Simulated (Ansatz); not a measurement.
# Pressure series in hypothetical fluorite TaGe2

Base system: TaGe2 in the fluorite structure (space group Fm-3m, No. 225; a = 6.2739 Å; a hypothetical phase, not in the database extracts checked).

Cell and atoms are relaxed at each pressure.

Calculations: PBE (Ansatz, a quantum-chemistry and plane-wave program, PAW, scalar-relativistic without spin-orbit coupling).

Notes on the quantities. enthalpy: H = E + PV relative to the base's energy.

| change | enthalpy | lattice parameter a |
|---|---|---|
| base | – | 6.274 Å |
| pressure −2 GPa | -0.26 eV/atom | 6.318 Å |
| pressure −1 GPa | -0.13 eV/atom | 6.296 Å |
| pressure 0.9 GPa | +0.12 eV/atom | 6.255 Å |
| pressure 2.1 GPa | +0.27 eV/atom | 6.231 Å |
| pressure 4.5 GPa | +0.57 eV/atom | 6.187 Å |
| pressure 9 GPa | +1.11 eV/atom | 6.115 Å |
| pressure 15 GPa | +1.81 eV/atom | 6.034 Å |
| pressure 22.5 GPa | +2.65 eV/atom | 5.949 Å |
| pressure 30 GPa | +3.45 eV/atom | 5.875 Å |

Load acts through the strain it causes; cell and atoms are relaxed under it. Whether these cells are dynamically stable was not tested. Competing high-pressure phases were not computed. All final runs are without spin polarisation. An odd electron count without spin: TaGe2. TaGe2 has a high density of states at the Fermi level and may be magnetic at this level.
